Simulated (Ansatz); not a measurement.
Relaxation of the outer planes of the (001) surface of rutile SnO2 in its 1x1 cell (cut with top plane 2 O + Sn, bottom plane 2 O + Sn), outermost plane spacing 1.62 Å in the ideal cut.

Method: PBE (plane waves to 420 eV, PAW; Ansatz, an electronic-structure program).

Slab: 24 atoms, O16Sn8, 11.3 Å thick at the start; k 5x5x1, smearing 0.025 eV, dipole-corrected; all atoms relaxed; held to the start's symmetry, so lower structures may exist; no spin, no spin-orbit, no U.

| plane | atoms | bulk spacing to the next (Å) | relaxed spacing (Å) | change (%) | rumpling (Å) |
|---|---|---|---|---|---|
| 1 | Sn + 2 O | 1.619 | 1.634 | 0.9 | 0.34 (O outermost) |
| 2 | 2 O + Sn | 1.619 | 1.612 | -0.4 | 0.23 (Sn outermost) |
